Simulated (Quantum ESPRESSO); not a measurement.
A self-consistent single point of SiSnPt₅ (P4/mmm, 7 atoms in the cell) with Quantum ESPRESSO.

Level of theory: LDA (PZ), GBRV 1.5 ultrasoft (LDA) pseudopotentials (plane waves; Quantum ESPRESSO).

The change in words: lattice scaled by 0.98. Reference geometry:
```
SiSnPt5
1.0
    4.04672     0.00000     0.00000
    0.00000     4.04672     0.00000
    0.00000     0.00000     7.15583
Si Sn Pt
1 1 5
Direct
  0.00000   0.00000   0.50000
  0.50000   0.50000   0.00000
  0.00000   0.50000   0.29555
  0.00000   0.50000   0.70445
  0.50000   0.00000   0.29555
  0.50000   0.00000   0.70445
  0.00000   0.00000   0.00000
```

Reference input (self-consistent single point, DFT, LDA (PZ), plane waves, GBRV 1.5 ultrasoft (LDA) pseudopotentials): ecutwfc = 40 Ry; ecutrho = 320 Ry; occupations = smearing; smearing = fermi-dirac; degauss = 0.0036749 Ry; potentials = {Si: si_lda_v1.uspp.F.UPF, Sn: sn_lda_v1.4.uspp.F.UPF, Pt: pt_lda_v1.4.uspp.F.UPF}; K_POINTS = automatic 5 5 3 0 0 0; conv_thr = 1e-09 Ry; mixing_beta = 0.4. This run's input differs from it in these lines:

```diff
@@ -10,4 +10,4 @@
     ibrav = 6
-    celldm(1) = 7.64718872
-    celldm(3) = 1.7683045866
+    celldm(1) = 7.49424563
+    celldm(3) = 1.7683043252
     nat = 7
```

Log, with long lists cut:

```
     Self-consistent Calculation

     iteration #  1     ecut=    40.00 Ry     beta= 0.40

     negative rho (up, down):  8.637E-01 0.000E+00

     total energy              =   -1220.87066950 Ry
     estimated scf accuracy    <       7.82076131 Ry

     iteration #  2     ecut=    40.00 Ry     beta= 0.40

     negative rho (up, down):  8.627E-01 0.000E+00

     total energy              =   -1222.21592486 Ry
     estimated scf accuracy    <       2.03510620 Ry

     iteration #  3     ecut=    40.00 Ry     beta= 0.40

     negative rho (up, down):  8.606E-01 0.000E+00

     total energy              =   -1222.63518060 Ry
     estimated scf accuracy    <       1.91403751 Ry

   [... 9 blocks of this kind left out ...]

     iteration # 13     ecut=    40.00 Ry     beta= 0.40

     negative rho (up, down):  8.523E-01 0.000E+00

     total energy              =   -1222.83090933 Ry
     estimated scf accuracy    <          1.1E-09 Ry

     iteration # 14     ecut=    40.00 Ry     beta= 0.40

     negative rho (up, down):  8.523E-01 0.000E+00
     End of self-consistent calculation

     the Fermi energy is    19.4393 ev

!    total energy              =   -1222.83090933 Ry
     estimated scf accuracy    <          8.1E-11 Ry
     smearing contrib. (-TS)   =      -0.00071971 Ry
     internal energy E=F+TS    =   -1222.83018962 Ry

     convergence has been achieved in  14 iterations

     negative rho (up, down):  8.523E-01 0.000E+00

     Forces acting on atoms (cartesian axes, Ry/au):

     atom    1 type  1   force =     0.00000000    0.00000000    0.00000000
     atom    2 type  2   force =     0.00000000    0.00000000    0.00000000
     atom    3 type  3   force =     0.00000000    0.00000000   -0.00163176
     atom    4 type  3   force =     0.00000000    0.00000000    0.00163176
     atom    5 type  3   force =     0.00000000    0.00000000   -0.00163176
   [... lines left out ...]
     Total force =     0.003264     Total SCF correction =     0.000001
   [... lines left out ...]

     negative rho (up, down):  8.523E-01 0.000E+00
          total   stress  (Ry/bohr**3)                   (kbar)     P=      -58.63
  -0.00042126   0.00000000   0.00000000          -61.97        0.00        0.00
   0.00000000  -0.00042126   0.00000000            0.00      -61.97        0.00
   0.00000000   0.00000000  -0.00035310            0.00        0.00      -51.94

   JOB DONE.
```

The run converged in 14 iterations. Against the reference run the free energy goes down by 68.3 meV/atom, the pressure goes from -17.11 to -5.86 GPa and the largest force goes from 0.028 to 0.042 eV/Å.

The starting cell comes from a database of computed structures (which also holds hypothetical and non-ambient phases and stackings), without a prior relaxation at this level. Its lattice was rescaled by a random factor within 2.5 % of one. For this run, on top of that: lattice scaled by 0.98. Spin polarisation is off. With a pressure of about -6 GPa the cell is away from its equilibrium volume at this level.

Cost on one core of a shared machine: roughly 50 s.
